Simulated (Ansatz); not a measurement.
**CdSe: band gap against strain**

CdSe (zinc blende, F-43m, 29.739 Å³/atom at rest, cube axes along x, y and z) under an equal strain ε along all three axes. PBE in Ansatz, a plane-wave DFT program (PAW, default set), 420 eV, 9×9×9 Γ-centred mesh, Fermi-Dirac smearing 0.05 eV; ions are relaxed within the symmetry of each cell. Gaps are the smallest over the k-mesh and a band path, without spin-orbit coupling; in all rows the valence edge lies at Γ and the conduction edge at Γ.

Here s stands for strain and Eg for gap.

| strain (%) | gap (eV) |
|---|---|
| -1.50 | 0.588 |
| -1.00 | 0.557 |
| -0.50 | 0.526 |
| 0.00 | 0.494 |
| 0.50 | 0.464 |
| 1.00 | 0.433 |
| 1.50 | 0.402 |
| 3.00 | ? |

Task: Fit Eg against s with a straight line, and predict the withheld value at s = 3.00.

Result: Means: s 0, Eg 0.4949. About the means, the sum of products is -0.43400 and the sum of squares of s is 7.0000; the slope is their ratio. Least squares gives Eg = 0.4949 - 0.06200·s. Residuals (row less fit): 0.0001, 0.0001, 0.0001, -0.0009, 0.0001, 0.0001, 0.0001; standard error 0.0004 (degrees of freedom: 5). Over these rows the gap moves by -6.2 ± 0.02 eV per unit strain, or -2.1 eV per unit of ln V. At the withheld row, Eg = 0.4949 - 0.06200 × 3.0 = 0.3089 eV. The calculation gives 0.312 eV, 0.0031 eV above the prediction (1.1 % of the range of Eg in the table). The row lies outside the fitted rows, so this is an extrapolation. The fitted rows scatter only by rounding.

One order more, fitted to all 13 runs of the series, follows each within 0.001, so the miss is the next term of a smooth law. Other structures, which can take over under pressure, weren't tried. CdSe stands in this structure, whereas wurtzite is the usual form. Spin-orbit coupling is left out, which can shift this property for CdSe. Rows are the converged runs of the series near zero and its far end; series whose fitted rows scatter by over a few per cent of the range, as at a crossing or softening among them, aren't shown in this form. Most that stay on the fit to the last digits aren't either.
